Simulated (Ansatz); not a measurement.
GeSe (model structure, started from the 4H type, P6₃mc, No. 186, 8 atoms in the cell): properties by level of theory

```json
[
 {"level (code)": "PBE (Ansatz)", "lattice constant a (Å)": "?", "c axis length (Å)": "11.467", "enthalpy of formation (eV/atom)": "?"},
 {"level (code)": "PBEsol (Ansatz)", "lattice constant a (Å)": "4.713", "c axis length (Å)": "11.103", "enthalpy of formation (eV/atom)": "-0.072"},
 {"level (code)": "PBE-D3(BJ) (Ansatz)", "lattice constant a (Å)": "?", "c axis length (Å)": "11.396", "enthalpy of formation (eV/atom)": "-0.093"}
]
```

**Question.** Complete the blanks.

**Answer.** 
- PBE (Ansatz, an electronic-structure program), lattice constant a (Å): 4.799
- PBE (Ansatz), enthalpy of formation (eV/atom): -0.113
- PBE-D3(BJ) (Ansatz), lattice constant a (Å): 4.783

Caveats: a distance lies near a switch of the dispersion term, which can move the cell (PBE-D3(BJ)). Ansatz's density-functional and Hartree–Fock values are scalar-relativistic unless marked +SOC, with PAW data made under PBE.

The computed numbers hold no vibrational or temperature effects.

A model structure was made by putting elements into a prototype or built by hand; it is no filed structure, need not be a known phase, and can be a saddle point held by its symmetry.
